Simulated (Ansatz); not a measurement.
The starting structures come from a database of crystals and need not be the phases stable at ambient conditions.

Evanescent states of CuI (P4/nmm, 4 atoms a cell, 25.1 Å³ an atom, 2 GPa at this level) along the normal of (001)

Level of theory: r2SCAN (plane waves, PAW; Ansatz, a first-principles code).

No gap correction and no spin-orbit coupling; mid-gap is the computed energy nearest the middle.

Energies count from the valence-band top; κ is the least over a 8×8 mesh across the current.

```
E (eV)  κ (1/Å)  where
------  -------  -----
0.06      0.107      Γ
0.17      0.178      Γ
0.28      0.223      Γ
0.39      0.241      Γ
0.49      0.239      Γ
0.60      0.237      Γ
0.71      0.233      Γ
0.82      0.228      Γ
0.94      0.222      Γ
1.04      0.215      Γ
1.16      0.206      Γ
1.26      0.197      Γ
1.38      0.185      Γ
1.49      0.172      Γ
1.59      0.156      Γ
1.71      0.138      Γ
1.81      0.114      Γ
1.93      0.082      Γ
```

### Question
How thick must the barrier be to attenuate the transmission by 10^6 when the electrodes' Fermi level lies at 1.26 eV, and what attenuation does that film give at 1.16 eV?

### Answer
d = 6 ln 10 / (2 × 0.197) = 35.1 Å. At 1.16 eV it gives 6 × 0.206/0.197 = 6.3 decades.
